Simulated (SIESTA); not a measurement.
## A series of runs on NbS2Br2 (P-1, 10 atoms in the cell)

```cif
data_Br4Nb2S4
_chemical_formula_sum 'Nb2 S4 Br4'
_space_group_name_H-M_alt 'P-1'
_space_group_IT_number 2
_space_group_name_Hall '-P 1'
_cell_length_a 6.62295
_cell_length_b 6.62850
_cell_length_c 7.55771
_cell_angle_alpha 89.955
_cell_angle_beta 67.901
_cell_angle_gamma 60.463
loop_
_atom_site_label
_atom_site_type_symbol
_atom_site_symmetry_multiplicity
_atom_site_Wyckoff_symbol
_atom_site_fract_x
_atom_site_fract_y
_atom_site_fract_z
_atom_site_occupancy
Nb1 Nb 2 i 0.12618 0.12512 0.99963 1
S1 S 2 i 0.20211 0.76104 0.12829 1
S2 S 2 i 0.86067 0.05415 0.29890 1
Br1 Br 2 i 0.23839 0.42016 0.77314 1
Br2 Br 2 i 0.35361 0.17420 0.22692 1
```

Base run A: LDA PW92, numerical atomic orbitals DZP, PseudoDojo LDA standard norm-conserving potentials (rewritten from UPF to PSML) (SIESTA 5.4.2), self-consistent single point.

Its settings: XC.functional = LDA; XC.authors = PW92; potentials = PseudoDojo LDA standard; PAO.BasisSize = DZP; PAO.EnergyShift = 0.01 Ry; MeshCutoff = 350 Ry; kgrid.MonkhorstPack = 5 5 4; OccupationFunction = FD; ElectronicTemperature = 10 K; MaxSCFIterations = 150; SCF.Mixer.Method = Pulay; SCF.Mixer.Weight = 0.25; SCF.Mixer.History = 6; SCF.DM.Tolerance = 1.0E-05.

The starting cell comes from a database of computed structures (which also holds hypothetical and non-ambient phases and stackings), without a prior relaxation at this level. Values carry the incompleteness of an atom-centred basis. In the base run, with a pressure of about -5 GPa the cell is away from its equilibrium volume at this level.

ΔF is the free energy per atom less that of run A. 

Run A gave: pressure (GPa) -4.78; largest force (eV/Å) 0.853; gap on the mesh (eV) 1.481; iterations 13.

Runs:
- B: MaxSCFIterations, SCF.Mixer.Weight = 300, 0.01
- C: MaxSCFIterations, SCF.Mixer.Weight = 300, 0.02
- D: MaxSCFIterations, SCF.Mixer.Weight = 300, 0.05
- E: MaxSCFIterations, SCF.Mixer.Weight = 300, 0.1
- F: MaxSCFIterations, SCF.Mixer.Weight = 300, 0.2
- G: MaxSCFIterations, SCF.Mixer.Weight = 300, 0.3
- H: MaxSCFIterations, SCF.Mixer.Weight = 300, 0.5

Q: Which runs reach the base run's state, and which is quickest in iterations?

A: Runs B, C, D, E, F, G, H reached the same state as A (within 1 meV/atom). The fewest iterations to that state were 12 (H); the most were 24.

```csv
run,ΔF (meV/atom),pressure (GPa),largest force (eV/Å),gap on the mesh (eV),iterations
A,0.00,-4.78,0.853,1.481,13
B,0.00,-4.78,0.852,1.481,24
C,0.00,-4.78,0.852,1.481,24
D,0.00,-4.78,0.852,1.481,20
E,0.00,-4.78,0.853,1.481,18
F,0.00,-4.78,0.853,1.481,14
G,0.00,-4.78,0.853,1.480,13
H,0.00,-4.78,0.853,1.480,12
```
